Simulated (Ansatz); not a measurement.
The reference is Ti₃Al (space group P6_3/mmc, No. 194; a = 5.7474 Å, c = 4.6319 Å). Axes: x lies along a and z along c of the hexagonal cell.

All numbers come from DFT with r2SCAN, PAW potentials and a 500 eV plane-wave cutoff in Ansatz (a first-principles code), no spin-orbit coupling, earlier PAW set.

Strains are applied to the cell and any free atomic positions relax; under biaxial strain the out-of-plane vector relaxes too.

One change was made to it. Results:

The pressure (mean of the normal stresses, compression positive) goes from zero to 2.4 GPa; the energy rises by 4.6 meV/atom; the volume per atom shrinks by 0.32 Å³, from 16.56 Å³ to 16.24 Å³.

Question: Name the change that was made.
A) uniaxial strain ε_yy = −1.37 %
B) isotropic strain +5.44 %
C) biaxial strain −1.30 %, plane normal [001], relaxed out of plane

Answer: C, biaxial strain −1.30 %, plane normal [001], relaxed out of plane. For comparison, the energy relative to the base in the other runs: isotropic strain +5.44 % gives +145 meV/atom; uniaxial strain ε_yy = −1.37 % gives +2.0 meV/atom.

Whether these cells are dynamically stable was not tested. All final runs are without spin polarisation.
